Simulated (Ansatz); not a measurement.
GaAs (model structure, within 0.1 Å of Fm-3m, No. 225, 8 atoms in the cell): properties by level of theory

```csv
level (code),volume per atom (Å³/atom),formation enthalpy (eV/atom)
PBE (Ansatz),19.60,-0.026
PBEsol (Ansatz),18.65,-0.050
PBE-D3(BJ) (Ansatz),___,-0.054
```

Question: Complete the blanks.

Answer: 
- PBE-D3(BJ) (Ansatz, a program for electronic structure), volume per atom (Å³/atom): 18.77

Ansatz's density-functional and Hartree–Fock values are scalar-relativistic unless marked +SOC, with PAW data made under PBE.

A model structure was made by putting elements into a prototype or built by hand; it is no filed structure, need not be a known phase, and can be a saddle point held by its symmetry.
